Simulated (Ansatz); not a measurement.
## SnO (model structure, started from the alpha GeTe type, R3m, No. 160, 2 atoms in the cell): properties by level of theory

```
level (code)         lattice constant a (Å)  lattice parameter c (Å)
-------------------  ----------------------  -----------------------
PBE (Ansatz)                          3.378                   12.763
PBEsol (Ansatz)                       3.323                   11.734
PBE-D3(BJ) (Ansatz)                   3.373                   11.448
r²SCAN (Ansatz)                       3.315                      [?]
```

Problem. Fill in the missing entries.

Solution. 
- r²SCAN (Ansatz, a quantum-chemistry and plane-wave program), lattice parameter c (Å): 12.750

Ansatz's density-functional and Hartree–Fock values are scalar-relativistic unless marked +SOC, with PAW data made under PBE.

Computed values are for the static lattice.

A model structure was made by putting elements into a prototype or built by hand; it is no filed structure, need not be a known phase, and can be a saddle point held by its symmetry.
